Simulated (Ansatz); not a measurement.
The starting structures come from a database of crystals and need not be the phases stable at ambient conditions.

Tunnelling through a barrier is set by its complex band structure: the current falls as exp(−2κd) with the smallest κ.

```
CELL_PARAMETERS angstrom
      4.72322     0.00000     0.00000
     -0.64106     4.67951     0.00000
      0.64106     0.73487     4.62145
ATOMIC_POSITIONS crystal
  K  0.50000 0.50000 0.50000
  P  0.00000 0.00000 0.00000
  F  0.07719 0.78187 0.26351
  F  0.92281 0.21813 0.73649
  F  0.73649 0.07719 0.21813
  F  0.26351 0.92281 0.78187
  F  0.78187 0.73649 0.92281
  F  0.21813 0.26351 0.07719
```

Space group of this cell: R-3. The cell is taken as given; by PBEsol its mean pressure is 2.1 GPa.

Transport runs along the normal of the first two printed cell vectors, the (101) plane of the conventional cell.

The gap is the functional's own, uncorrected, and κ follows it; spin-orbit coupling is left out. Mid-gap values are interpolated between the computed energies.

Q: Give the band gap and the smallest decay constant κ at mid-gap that PBEsol in Ansatz (a program for electronic structure) yields.

A: Gap 7.51 eV on a 8×8×8 mesh; κ = 0.584 1/Å, at the zone centre.
